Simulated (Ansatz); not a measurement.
Adsorption energy and surface dipole of Cl on the 1x1 (111) surface of fcc Rh, one in a 2x2 cell, started at the site 'bridge Rh-Rh (span 2.7 Å)', worked from the runs' numbers; total energies count from the potentials' own zero.

The numbers are results of r2SCAN, at the PBE geometry (plane waves to 500 eV, PAW; Ansatz, an electronic-structure program), not measurements.

Model: 17-atom slab, 6.5 Å thick at the start under the adsorbate (thin: gaps and levels are the slab's own), 6x6x1 mesh, Fermi-Dirac 0.1 eV, dipole correction, single point; on the structure that PBE left under its start's symmetry; no spin, no spin-orbit, no U, no dispersion correction. At the end it is bonded to 3 Rh. In PBE it is, or lies within 0.03 eV of, the lowest of the starts that converged; the order may differ at this level.

```csv
quantity,value
slab with the adsorbate,-103722.868 eV
"clean slab, same cell and mesh",-102637.023 eV
"reference, ½ Cl2(g)",-1083.517 eV
area of the cell,25.41 Å²
change of the step from the bottom to the top vacuum level,0.012 eV
```

### Question
What is the adsorption energy against this reference?

### Answer
E(slab + adsorbate) − E(slab) − E(reference) = -2.33 eV, so in this state the adsorbate is more stable than in the reference, at a coverage of 3.94 a nm².
